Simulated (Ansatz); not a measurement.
The parent structure is Au in the fcc (Cu type) structure (space group Fm-3m, No. 225; a = 4.048 Å; relaxed with 0.1 eV smearing).

Calculations: LDA (Ansatz, a first-principles code; PAW; 420 eV plane waves; spin-orbit coupling left out).

Strains are applied to the cell and any free atomic positions relax.

One change was made to it. Results:

The energy goes up by 71 meV/atom; the pressure goes from zero to -13.3 GPa.

Task: What was done to the base?
(A) isotropic strain −2.50 %
(B) isotropic strain +1.00 %
(C) isotropic strain +3.00 %

Result: C, isotropic strain +3.00 %. For comparison, the energy relative to the base in the other runs: isotropic strain +1.00 % gives +8.6 meV/atom; isotropic strain −2.50 % gives +64 meV/atom.

No phonon test of stability was made.
